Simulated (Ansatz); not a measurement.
## MgO: pressure 30 GPa

Take MgO in the rock salt structure (space group Fm-3m, No. 225; a = 4.2537 Å) as the base.

The change: a hydrostatic pressure of 30 GPa.

The values are results of PBE (Ansatz, a first-principles code, PAW, without spin-orbit coupling), not measurements. Γ-centred 13×13×13 mesh, Fermi–Dirac width 0.05 eV.

- Volume per atom: 8.30 Å³ (base 9.62 Å³)
- Density: 4.03 g/cm³ (base 3.48 g/cm³)
- Lattice parameter a: 4.049 Å (base 4.254 Å)
- Shortest interatomic distance: 2.024 Å (base 2.127 Å)
- Band gap: 5.98 eV (base 4.46 eV)
- Gap character: direct at Γ (base direct at Γ)
- Width of the top valence band: 1.99 eV (base 1.71 eV)
- Electron mass: 0.39 mₑ (at Γ) (base 0.34 mₑ (at Γ))
- Hole mass (degenerate bands, along [100]): 0.42, 2.0, 2.0 mₑ (at Γ) (base 0.38, 2.2, 2.2 mₑ (at Γ))

Final structure:

```xyz
2
Lattice="0.0000 2.0243 2.0243 2.0243 0.0000 2.0243 2.0243 2.0243 0.0000" Properties=species:S:1:pos:R:3 pbc="T T T"
O      0.0000     0.0000     0.0000
Mg     2.0243     2.0243     2.0243
```

Cost of the whole job for the changed cell (relaxation, final SCF and bands): very roughly 18 core-seconds.

Load acts through the strain it causes; cell and atoms are relaxed under it. Effective masses come from finite differences of ±0.01 Å⁻¹. Whether these cells are dynamically stable was not tested. No other phases were tried under pressure.
